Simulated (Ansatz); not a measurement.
An Ansatz (a program for electronic structure) run: Al2O3 with a change (biaxial strain −1.50 %, plane normal [001], relaxed out of plane); Ansatz LDA, no SOC.

Input:

Ansatz 0.2 input:
```yaml
crystal:
  lattice:
    - [4.6582618542, 0, 0]
    - [2.3291309271, 4.0341731032, 0]
    - [2.3291309271, -1.3447243677, 4.3294352289]
  atoms:
    - { symbol: Al, position: [0.7040486662, 0.6479756669, 0.9439270007] }
    - { symbol: Al, position: [0.7040486662, 0.1479756669, 0.4439270007] }
    - { symbol: Al, position: [0.2959513338, 0.3520243331, 0.0560729993] }
    - { symbol: Al, position: [0.2959513338, 0.8520243331, 0.5560729993] }
    - { symbol: O, position: [0.5, 0.4441380307, 0.25] }
    - { symbol: O, position: [0.8058619693, 0.75, 0.25] }
    - { symbol: O, position: [0.5, 0.5558619693, 0.75] }
    - { symbol: O, position: [0.8058619693, 0.9441380307, 0.75] }
    - { symbol: O, position: [0.1941380307, 0.25, 0.75] }
    - { symbol: O, position: [0.1941380307, 0.0558619693, 0.25] }
basis: { ecutwfc: 420, ecutrho_ratio: 4, xc_grid: 2, fft_grid_basis: typed }
kpoints: { mp_grid: { grid: [9, 9, 9] } }
hamiltonian:
  xc: lda
  dispersion: none
  pseudopotentials: { kind: paw }
scf: { occupations: { method: fermi_dirac, width: 0.05 } }
relax: { f_tol: 0.005, max_steps: 50, cell: { stress_tol: 0.01, fix: [a, b, gamma] } }
output: { forces: true, stress: true }
checkpoint: { write: state.ck, write_every: 1000 }
```

Output (explanatory and most iteration lines left out):

```
Relaxation: its limit of steps is 50 (relax.max_steps)
Pseudopotential: Al, paw, valence charge 3
Pseudopotential: O, paw, valence charge 6
Crystal: 10 atoms, lattice volume = 81.360 Å³
Basis set: ecut = 420 eV, 1593 PW (Γ), exchange–correlation on 64×64×72 points (8 copies of the dense FFT grid, shifted against one another)
Bands: 34, of which v1, the nominal top of the filled ones, is band 24 counted from 1 (23 counted from 0)
Symmetry: 12 space group operations
Space group: R-3c (ITA 167), of the structure as read, at distance tolerance 4.3e-5 Å
k-points: 85 of 729
Functional: x = slater, c = lda
SCF iter   1: F=—  HF=-5399.847943 eV  |F-HF|=—  |Δ(HF+E_count)|=         —  Δρ=1.76e-2  dr2=2.13e-1  ethr=1.77e-3  ⟨swp⟩=7.8  Hψ=15905  notcnv=0  defer=38
SCF iter   2: F=—  HF=-5399.782334 eV  |F-HF|=—  |Δ(HF+E_count)|=   6.56e-2  Δρ=4.01e-3  dr2=5.41e-3  ethr=4.44e-4  ⟨swp⟩=2.6  Hψ=5678  notcnv=0  defer=307
SCF 1 converged in 6 iterations: F = -5399.780268 eV  dr2 = 5.56e-9
relax step   1: F+E_penalty+E_count = -5399.78026807 eV  Δ(F+E_penalty+E_count) = +0.000e0 eV  max|allowed force component| = 1.815e-1 eV/Å  Δτ_max = 0.0000 Å  P = +6.481 GPa  Ω = 81.360 Å³  fix = [a, b, gamma]  reactions: a +9.942, b +9.942 GPa  (6 SCF iters, dr2 threshold 1.00e-7 eV, accepted)
[... steps on the carried basis left out ...]
relax step   8: F+E_penalty+E_count = -5399.78530164 eV  Δ(F+E_penalty+E_count) = +1.925e-5 eV  max|allowed force component| = 9.602e-7 eV/Å  Δτ_max = 0.0000 Å  P = +6.243 GPa  Ω = 81.386 Å³  energy of the carried Pulay correction = -1.939e-5 eV  fix = [a, b, gamma]  reactions: a +9.364, b +9.364 GPa  (4 SCF iters, dr2 threshold 7.32e-10 eV, accepted)
Crystal: 10 atoms, lattice volume = 81.386 Å³
SCF iter   1: F=—  HF=-5399.785330 eV  |F-HF|=—  |Δ(HF+E_count)|=         —  Δρ=7.33e-7  dr2=8.85e-11  ethr=2.06e-8  ⟨swp⟩=3.6  Hψ=24177  notcnv=0
SCF iter   2: F=—  HF=-5399.785330 eV  |F-HF|=—  |Δ(HF+E_count)|=   4.07e-7  Δρ=4.33e-7  dr2=3.59e-11  ethr=1.00e-12  ⟨swp⟩=3.0  Hψ=6334  notcnv=0
SCF 9 converged in 4 iterations: F = -5399.785330 eV  dr2 = 9.05e-13
SCF converged after 4 iterations
Free energy (F): -5399.785330 eV
Internal energy: -5399.785330 eV  (E = F + TS)
E sigma→0 (E₀):  -5399.785330 eV
Fermi energy:    11.446456 eV
--- Forces (eV/Å), atoms counted from 1 ---
  atom   1  Al     0.00000000    -0.00000000    -0.00000291
  atom   2  Al     0.00000000    -0.00000000    -0.00000291
  atom   3  Al     0.00000000     0.00000000     0.00000291
  atom   4  Al     0.00000000     0.00000000     0.00000291
  atom   5  O      0.00000001     0.00000002     0.00000000
  atom   6  O     -0.00000002     0.00000000     0.00000000
  atom   7  O     -0.00000001    -0.00000002    -0.00000000
  atom   8  O     -0.00000001     0.00000002     0.00000000
  atom   9  O      0.00000002     0.00000000     0.00000000
  atom  10  O      0.00000001    -0.00000002    -0.00000000
--- Stress (GPa, compression-positive) ---
        9.363951       0.000000       0.000000
        0.000000       9.363951      -0.000000
       -0.000000      -0.000000       0.000885
  P = ⅓ Tr σ = 6.2429 GPa (62.429 kbar)
--- Relaxed structure (7 steps of the walk, 7 accepted, 2 SCFs on fresh bases) ---
  cell:  # Å, volume = 81.3865 Å³
    - [4.658261854190068, -2.7237997344690418e-43, -7.605740625684765e-35]
    - [2.329130927095034, 4.034173103208601, -1.553010576455009e-11]
    - [2.329130927095034, -1.3447243677195284, 4.330857499690778]
  atoms:
    - { symbol: Al, position: [0.70232713798074, 0.64883643100963, 0.9465092930288898] }
    - { symbol: Al, position: [0.7023271379807403, 0.14883643100962984, 0.4465092930288896] }
    - { symbol: Al, position: [0.29767286201925963, 0.3511635689903701, 0.053490706971110455] }
    - { symbol: Al, position: [0.2976728620192596, 0.8511635689903704, 0.5534907069711106] }
    - { symbol: O, position: [0.5000000000000001, 0.44315960713320474, 0.24999999999999997] }
    - { symbol: O, position: [0.8068403928667954, 0.7499999999999999, 0.25] }
    - { symbol: O, position: [0.5000000000000001, 0.5568403928667953, 0.7500000000000002] }
    - { symbol: O, position: [0.8068403928667952, 0.943159607133205, 0.7500000000000002] }
    - { symbol: O, position: [0.19315960713320485, 0.25, 0.7500000000000001] }
    - { symbol: O, position: [0.19315960713320485, 0.056840392866795195, 0.25000000000000006] }
```

Stability against distortions was not tested. The cell was made from Al$_{2}$O$_{3}$ in the corundum structure (space group R-3c, No. 167) by this change: biaxial strain −1.50 %, plane normal [001], relaxed out of plane.
